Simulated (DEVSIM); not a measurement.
Schottky contact on n-type Si

System: Schottky contact on n-type Si, at 300 K.

```tsv
layer (left to right)	material	thickness (μm)	Nd (cm⁻³)	τn (s)	τp (s)
1	Si	0.320	4.4e16	5.4e-6	5.4e-6
```

Left contact: Schottky, work function 4.75 eV, emission velocity 5.7e6 cm/s. Right contact: ohmic. Voltage is applied to the left contact. Recombination: SRH at mid-gap, radiative, Auger. Mobility is μmin + (μ − μmin)/(1 + (N/Nref)^α).

Constants are typed, rounded textbook-type inputs, not results; the design itself was drawn at random and stands for no fabricated device. Values at 300 K.

```csv
parameter,Si
gap (eV),1.124
affinity (eV),4.05
permittivity,11.7
Nc (cm⁻³),2.86e19
Nv (cm⁻³),3.1e19
μn (cm²/Vs),1417
μp (cm²/Vs),470
"μn,min",52
"μp,min",45
"Nref,n",9.7e16
"Nref,p",2.2e17
αn,0.68
αp,0.72
B (cm³/s),4.7e-15
Cn (cm⁶/s),2.8e-31
Cp (cm⁶/s),9.9e-32
```

DEVSIM, 1D drift-diffusion, Boltzmann statistics, complete ionisation; no tunnelling, impact ionisation, image-force lowering or self-heating. Metal contacts follow the ideal Schottky-Mott rule: no Fermi-level pinning, no interface dipoles.

- Potential step across the device at zero bias: 0.533 V
- Largest field in the device at zero bias: 83000 V/cm
- Dark forward voltage at 1 A/cm²: 0.261 V
- Dark forward voltage at 100 A/cm²: 0.382 V

Small-signal capacitance in reverse bias (quasi-static):

| V (V) | C (nF/cm²) |
|---|---|
| -0.04 | 81.7 |
| -0.1 | 77.5 |
| -0.2 | 71.9 |
| -0.3 | 67.3 |
| -0.4 | 63.4 |
| -0.6 | 57.4 |
| -0.8 | 52.8 |
| -1 | 49.2 |
| -1.3 | 44.9 |
| -1.6 | 41.6 |
| -2 | 38.2 |

Dark reverse current:

| V (V) | J (A/cm²) |
|---|---|
| -0.04 | -3.3e-5 |
| -0.10 | -4.2e-5 |
| -0.20 | -4.3e-5 |
| -0.30 | -4.3e-5 |
| -0.40 | -4.3e-5 |
| -0.60 | -4.3e-5 |
| -0.80 | -4.3e-5 |
| -1.00 | -4.4e-5 |
| -1.30 | -4.4e-5 |
| -1.60 | -4.4e-5 |
| -2.00 | -4.4e-5 |
